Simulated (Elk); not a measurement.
```
Ge
1.0
    0.00000     2.84314     2.84314
    2.84314     0.00000     2.84314
    2.84314     2.84314     0.00000
Ge
2
Direct
  0.00508   0.00508   0.00508
  0.25000   0.25000   0.25000
```

Computed with PBE, all-electron FP-LAPW, Elk's shipped species files, APW+lo basis with extra local orbitals (Elk).

The set-up and first iterations of an Elk log for Ge (R-3m, 2 atoms in the cell):

```
│ Elk code version 10.2.4 │

All units are atomic (Hartree, Bohr, etc.)

│ Ground-state run starting from atomic densities │

Lattice vectors :
   0.000000000       5.372765382       5.372765382
   5.372765382       0.000000000       5.372765382
   5.372765382       5.372765382       0.000000000

Unit cell volume      :    310.1870228
Brillouin zone volume :   0.7996795328

Muffin-tin inner radius fraction :   0.1000000000E-01

Nuclei treated as point charges

Species :    1 (Ge)
 parameters loaded from : Ge.in
 name : germanium
 nuclear charge    :   -32.00000000
 electronic charge :    32.00000000
 atomic mass :    132414.6195
 muffin-tin radius :    1.824000000
 number of radial points in muffin-tin :    999
 atomic positions (lattice), magnetic fields (Cartesian) :
   1 :   0.37753850  0.37753850  0.37753850    0.00000000  0.00000000  0.00000000
   2 :  -0.37753850 -0.37753850 -0.37753850    0.00000000  0.00000000  0.00000000

   [... lines left out ...]
Maximum |G+k| for APW functions       :    4.385964912
Maximum (1/2)|G+k|²                   :    9.618344106
Maximum |G| for potential and density :    18.00000000
 potential will be trimmed for |G| > 2 gkmax
Constant for pseudocharge density :    8
Radial integration step length :    2

G-vector grid sizes :     45    45    45
Number of G-vectors :    30587

Maximum angular momentum used for
 APW functions                      :   10
 outer part of muffin-tin           :    8
 inner part of muffin-tin           :    4

Total nuclear charge    :   -64.00000000
Total core charge       :    36.00000000
Total valence charge    :    28.00000000
Total excess charge     :    0.000000000
Total electronic charge :    64.00000000

Effective Wigner radius, rₛ :    1.049828472

Number of empty states         :    8
Total number of valence states :   22
Total number of core states    :   36

Conduction state local-orbitals added automatically
Total number of local-orbitals :  224

Exchange-correlation functional :     20     0     0
 Perdew-Burke-Ernzerhof, Phys. Rev. Lett. 77, 3865 (1996)
 gradient requirement :    1
 generalised gradient approximation (GGA)

Smearing type :    3
 Fermi-Dirac
Smearing width :   0.3674930000E-03
Effective electronic temperature (K) :    116.0451112

Mixing type :    3
 Broyden mixing, J. Phys. A: Math. Gen. 17, L317 (1984)

Kohn-Sham potential initialised from atomic data
│ Self-consistent loop started │
│ Loop number : 1 │
 total energy                :     -4301.15532942
│ Loop number : 2 │
 total energy                :     -4299.55423130
RMS change in Kohn-Sham potential (target) :    1.027430238     (  0.1000000000E-05)
Absolute change in total energy (target)   :    1.601098122     (  0.1000000000E-03)
│ Loop number : 3 │
 total energy                :     -4275.02480058
RMS change in Kohn-Sham potential (target) :   0.7173095462     (  0.1000000000E-05)
Absolute change in total energy (target)   :    24.92970525     (  0.1000000000E-03)
│ Loop number : 4 │
 total energy                :     -4255.65504539
RMS change in Kohn-Sham potential (target) :   0.4881977149     (  0.1000000000E-05)
Absolute change in total energy (target)   :    25.60218150     (  0.1000000000E-03)
│ Loop number : 5 │
 total energy                :     -4122.87695624
RMS change in Kohn-Sham potential (target) :   0.8941694630     (  0.1000000000E-05)
Absolute change in total energy (target)   :    139.1786345     (  0.1000000000E-03)
│ Loop number : 6 │
 total energy                :     -4275.66077645
RMS change in Kohn-Sham potential (target) :   0.7528036312     (  0.1000000000E-05)
Absolute change in total energy (target)   :    117.9891616     (  0.1000000000E-03)
│ Loop number : 7 │
 total energy                :     -4121.69779606
RMS change in Kohn-Sham potential (target) :   0.8962734373     (  0.1000000000E-05)
   [... lines left out ...]
```

Problem. How does the run end?

Solution. The run ended unconverged after 100 iterations. It gives no final result for the task that was set. The log goes on:

```
 total energy                :     -4113.78696392
RMS change in Kohn-Sham potential (target) :   0.9946335887     (  0.1000000000E-05)
   [... lines left out ...]
RMS change in Kohn-Sham potential (target) :   0.9949799514     (  0.1000000000E-05)
Absolute change in total energy (target)   :    134.0128468     (  0.1000000000E-03)
│ Loop number : 98 │
 total energy                :     -4272.92629147
RMS change in Kohn-Sham potential (target) :   0.7215144670     (  0.1000000000E-05)
Absolute change in total energy (target)   :    125.6619892     (  0.1000000000E-03)
│ Loop number : 99 │
 total energy                :     -4249.86223525
RMS change in Kohn-Sham potential (target) :   0.4375270693     (  0.1000000000E-05)
Absolute change in total energy (target)   :    8.351441076     (  0.1000000000E-03)
│ Loop number : 100 │
Reached self-consistent loops maximum

Energies :
 Fermi                       :     0.273852577071
 total energy                :     -4113.76012422

Density of states at Fermi energy :    302.3489185
 (states/Hartree/unit cell)

Estimated indirect band gap :   0.3045785116E-01
 from k-point      2 to k-point      3
Estimated direct band gap   :   0.6490139308E-01
 at k-point      2

Charges :
 core                        :    36.00000000
 valence                     :    28.00000000
 interstitial                :    6.979491923
 muffin-tins (core leakage)
  species :    1 (Ge)
   atom    1                 :    28.51025404     (  0.1203663431E-01)
   atom    2                 :    28.51025404     (  0.1203663431E-01)
 total in muffin-tins        :    57.02050808
 total calculated charge     :    63.97587770
 total charge                :    64.00000000
 error                       :   0.2412230194E-01

│ Self-consistent loop stopped │

Forces :
   [... lines left out ...]
   IBS                       :    -0.00783264   -0.00783264   -0.00783264
   total force               :    -0.05677960   -0.05677960   -0.05677960
   total magnitude           :     0.09834516
  atom :    2
   Hellmann-Feynman          :     0.04894697    0.04894697    0.04894697
   IBS                       :     0.00783264    0.00783264    0.00783264
   total force               :     0.05677960    0.05677960    0.05677960
   total magnitude           :     0.09834516
```

The starting cell has typed, rounded lattice constants, without a prior relaxation at this level. Its lattice was rescaled by up to half a per cent. One atom was moved a little off its site on purpose. Values depend on the basis (sphere radii, cutoffs, local orbitals), which need not be converged.

The run was DFT, PBE, all-electron FP-LAPW, Elk's shipped species files, APW+lo basis with extra local orbitals. Main settings of its input:

* **xctype**: 20
* **rgkmax**: 8
* **swidth**: 0.000367493 Ha
* **ngridk**: 3 3 3
* **tforce**: true
* **gmaxvr**: 18 1/bohr
* **lmaxapw**: 10
* **lmaxo**: 8
* **nxlo**: 2
* **lorbcnd**: true
* **lradstp**: 2
* **nrmtscf**: 2
